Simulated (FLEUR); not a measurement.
FLEUR run on PbO2 (P4_2/mnm, 6 atoms in the cell): self-consistent single point.

Level of theory: PBEsol, all-electron FLAPW (FLEUR), scalar-relativistic valence in FLEUR.

```
CELL_PARAMETERS angstrom
      4.88807     0.00000     0.00000
      0.00000     4.88807     0.00000
      0.00000     0.00000     3.33605
ATOMIC_POSITIONS crystal
  Pb 0.00000 0.00000 0.00000
  Pb 0.50000 0.50000 0.50000
  O  0.30743 0.30743 0.00000
  O  0.69257 0.69257 0.00000
  O  0.19257 0.80743 0.50000
  O  0.80743 0.19257 0.50000
```

Reference input (self-consistent single point, DFT, PBE, all-electron FLAPW (FLEUR), scalar-relativistic valence): Kmax = 4.5 1/bohr; GmaxXC = 13.5 1/bohr; xcFunctional = pbe; jspins = 1; l_soc = F; mode = gauss; fermiSmearingEnergy = 0.00499791 Htr; mesh (inpgen div1-3) = 6 6 8; inpgen gamma flag = true; Gmax = 13.5 1/bohr; numbands = 0; maxIterBroyd = 25. This run's input differs from it in these lines:

```diff
@@ -18,2 +18,3 @@
 &comp jspins=1 /
+&exco xctyp='PBEs' /
 &kpt div1=6 div2=6 div3=8 gamma=t /
@@ -30,3 +31,3 @@
       <coreElectrons ctail="T" frcor="F" kcrel="0" coretail_lmax="0"/>
-      <xcFunctional name="pbe" relativisticCorrections="F"/>
+      <xcFunctional name="PBEs" relativisticCorrections="F"/>
       <magnetism jspins="1"/>
```

Log, with long lists cut:

```
 Iteration:     1   Distance:      22.85076852 me/bohr^3
 Iteration:     2   Distance:      19.69529565 me/bohr^3
 Iteration:     3   Distance:       8.38416695 me/bohr^3
 Iteration:     4   Distance:       4.31725979 me/bohr^3
 Iteration:     5   Distance:       2.25993585 me/bohr^3
   [... 7 lines left out ...]
 Iteration:    13   Distance:       0.00009462 me/bohr^3
 Iteration:    14   Distance:       0.00010440 me/bohr^3
 Iteration:    15   Distance:       0.00003380 me/bohr^3
 Iteration:    16   Distance:       0.00000454 me/bohr^3
 Reset of history
 Run finished successfully
 Stop message:
   Structural relaxation: new displacements generated

[file out, last iteration]
             iter=     17
[...]
          total density-effective poten   -7.5035296533E+04
          total charge density-energy d   -8.0270309173E+02
 Updated energy parameters for spin:           1
[...]
 fermi energy and band-weighting factors:

[...]
FERMIE:
          first approx. to ef    (T=0)  :   0.239801 htr   (energy of the highest occ. eigenvalue)
          number of occ. states  (T=0)  :       1300
          first approx. to seigv (T=0)  :  -5.798400 htr
          sum of weights of occ. states :  26.000000
          sum of semicore charge        :   0.000000 e
          fermi energy=   0.24549 har   work function=  -6.68019 ev
          number of valence electrons=  52.00000
   [... lines left out ...]
          total moment                 =     0.00000
 Direct bandgap for spin            1 :    1.3736459244575838E-002  Htr
 ---->    free energy=                    -42146.0138765710 htr
   [... lines left out ...]
      extrapolation for T->0
 ---->    total electron energy=          -42146.0138765710 htr
 ***** TOTAL FORCES ON ATOMS *****
 TOTAL FORCE FOR ATOM TYPE=  1  X=  0.000   Y=  0.000   Z=  0.000
                       FX_TOT= 0.000000 FY_TOT= 0.000000 FZ_TOT= 0.000000
 TOTAL FORCE FOR ATOM TYPE=  2  X=  2.840   Y=  2.840   Z=  0.000
                       FX_TOT=-0.001598 FY_TOT=-0.001598 FZ_TOT= 0.000000
```

The run converged in 16 iterations. FLEUR gives forces in its relaxation mode, with a further iteration, so its stop message speaks of a relaxation. 

The starting cell comes from a database of computed structures (which also holds hypothetical and non-ambient phases and stackings), without a prior relaxation at this level. Its lattice was rescaled by a random factor within 2.5 % of one. Spin-orbit coupling is off. Values depend on the basis (sphere radii, cutoffs, local orbitals), which need not be converged. No gap is read from this output. The log's line on a gap gives a spacing of levels on this mesh, which the program prints for metals too.

Cost on one core of a shared machine: roughly 6 min.
